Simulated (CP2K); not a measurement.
# Sensitivity of a calculation on PbN₂O₆ (Pa-3, 36 atoms in the cell) to its settings

Space group Pa-3 (No. 205); a = b = c = 7.8224 Å, α = β = γ = 90.00°

```csv
atom,site,symmetry,x,y,z
Pb,4a,.-3.,0.0000,0.0000,0.0000
N,8c,.3.,0.3470,0.3470,0.3470
O,24d,1,0.2762,0.2863,0.4784
```

Base run A: CP2K with PBEsol, GPW, DZVP-MOLOPT-SR-GTH basis, GTH-PBE potentials (GTH_POTENTIALS), self-consistent single point.

Its settings: CUTOFF = 450 Ry; REL_CUTOFF = 50 Ry; SMEAR/METHOD = GAUSSIAN; SIGMA = 0.01 eV; KPOINTS/SCHEME = MONKHORST-PACK 3 3 3; XC_FUNCTIONAL = PBE:PBESOL; Pb/BASIS_SET = DZVP-MOLOPT-SR-GTH-q4; Pb/POTENTIAL = GTH-PBE-q4; N/BASIS_SET = DZVP-MOLOPT-SR-GTH-q5; N/POTENTIAL = GTH-PBE-q5; O/BASIS_SET = DZVP-MOLOPT-SR-GTH-q6; O/POTENTIAL = GTH-PBE-q6; METHOD = GPW; EPS_DEFAULT = 1e-10; NGRIDS = 4; SCF_GUESS = ATOMIC; EPS_SCF = 1e-07; MAX_SCF = 100; ADDED_MOS = 32; MIXING/METHOD = BROYDEN_MIXING.

The starting cell comes from a database of computed structures (which also holds hypothetical and non-ambient phases and stackings), without a prior relaxation at this level. Spin-orbit coupling is off. Values carry the incompleteness of an atom-centred basis. The potentials were made for another functional than the one used.

ΔF is the free energy per atom less that of run A. Total energies depend on the potentials, the functional and any Hubbard or dispersion term, so they are compared only between runs that share all of them.

Runs:
- B: ADDED_MOS: 32 → 8
- C: KPOINTS/SCHEME: MONKHORST-PACK 3 3 3 → MACDONALD 3 3 3 0.1666666667 0.1666666667 0.1666666667
- D: SIGMA: 0.01 eV → 0.025 eV
- E: FULL_GRID: default → T
- F: EPS_SCF: 1e-07 → 0.001
- G: EPS_DEFAULT: 1e-10 → 1e-14
- H: Pb/BASIS_SET: DZVP-MOLOPT-SR-GTH-q4 → SZV-MOLOPT-SR-GTH-q4; N/BASIS_SET: DZVP-MOLOPT-SR-GTH-q5 → SZV-MOLOPT-SR-GTH-q5; O/BASIS_SET: DZVP-MOLOPT-SR-GTH-q6 → SZV-MOLOPT-SR-GTH-q6
- I: REL_CUTOFF: 50 Ry → 20 Ry

```
run  ΔF (meV/atom)  pressure (GPa)  largest force (eV/Å)  gap on the mesh (eV)  k-points  basis size
---  -------------  --------------  --------------------  --------------------  --------  ----------
A             0.00            2.31                 0.372                 3.759        14         468
B             0.00            2.31                 0.372                 3.759        14         468
C             0.00            2.31                 0.372                 3.746        27         468
D             0.00            2.31                 0.372                 3.759        14         468
E             0.00            2.31                 0.372                 3.759        27         468
F             0.00            2.34                 0.378                 3.759        14         468
G             0.00            2.31                 0.372                 3.759        14         468
H           1893.9           36.71                11.187                 3.272        14         144
I            -15.4            3.15                 0.485                 3.754        14         468
```

Run H against A: The free energy goes up by 1.89 eV/atom, the pressure goes from 2.31 to 36.71 GPa, the largest force goes from 0.372 to 11.19 eV/Å and the gap on the mesh goes from 3.759 to 3.272 eV.

Run I against A: The free energy falls by 15.4 meV/atom, the pressure goes from 2.31 to 3.15 GPa, the largest force goes from 0.372 to 0.485 eV/Å and the gap on the mesh hardly changes (3.759 to 3.754 eV).
